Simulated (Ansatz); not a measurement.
Start from CdS in the wurtzite structure (space group P6_3mc, No. 186).

```yaml
crystal:
  lattice:
    - [4.19659, 0.00000, 0.00000]
    - [-2.09830, 3.63436, 0.00000]
    - [0.00000, 0.00000, 6.83017]
  atoms:
    - { symbol: Cd, position: [0.33333, 0.66667, 0.99917] }
    - { symbol: Cd, position: [0.66667, 0.33333, 0.49917] }
    - { symbol: S, position: [0.33333, 0.66667, 0.37563] }
    - { symbol: S, position: [0.66667, 0.33333, 0.87563] }
```

Computed with PBE (Ansatz, a program for electronic structure), spin-orbit coupling left out, earlier PAW set.

One change was made to it. Results:

```json
[
 {"quantity": "band gap", "base": "1.11 eV", "after": "1.06 eV"},
 {"quantity": "shortest interatomic distance", "base": "2.566 Å", "after": "2.583 Å"},
 {"quantity": "gap character", "base": "direct at Γ", "after": "direct at Γ"},
 {"quantity": "electron mass", "base": "0.12 mₑ along c, 0.13 mₑ across (at Γ)", "after": "0.12 mₑ along c, 0.12 mₑ across (at Γ)"}
]
```

Problem. Which of these changes matches the shifts?
A) pressure 4.2 GPa
B) pressure 45 GPa
C) pressure −2 GPa
D) pressure −1 GPa

Solution. D, pressure −1 GPa. For comparison, the band gap in the other runs: pressure 45 GPa gives 0.20 eV; pressure 4.2 GPa gives 1.27 eV; pressure −2 GPa gives 1.01 eV.

From pressure 45 GPa on, the axis ratios lie over 15 % from the base's, so the cell there is far from its starting form. Load acts through the strain it causes; cell and atoms are relaxed under it. Effective masses come from finite differences of ±0.01 Å⁻¹. Stability against distortions was not tested. Measured, CdS leaves this structure (for rock salt) near 2.54 GPa (temperature not stated; as listed in Datta, Sujoy, Jana, Debnarayan, arXiv (2020)), on rising pressure, with hysteresis. The zero or small gap of CdS under pressure 45 GPa can change with the level of theory.
